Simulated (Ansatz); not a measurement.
Structures of equal composition on the (111) surface of fcc Al: a layer of Mn in place of the second plane; a layer of Mn in place of the third plane. The slabs share one bottom face, and each structure is named by its start. These are constructed structures in small cells; real faces may alloy, dewet or reconstruct in larger ones, and not all known structures of the face are among them. Slabs of about 12 Å, Fermi-Dirac smearing of 0.1 eV. Bottom of the slabs: a bare face, its two planes held. Relaxed from the named starts with such symmetry as they have, on meshes of like density; energies extrapolated to zero smearing; spin only where a row says so; no spin-orbit coupling, no U. Brackets mark spin-polarised runs, whose order is one that fits the cell.

Computed with PBE (plane waves to 420 eV, PAW; Ansatz, a program for electronic structure).

Order them by energy per 1x1 cell (lowest first) at the level PBE.

a layer of Mn in place of the third plane (0.000 eV [spin, 2.3 μB a cell]), a layer of Mn in place of the second plane (0.180 eV [spin, 2.5 μB a cell])
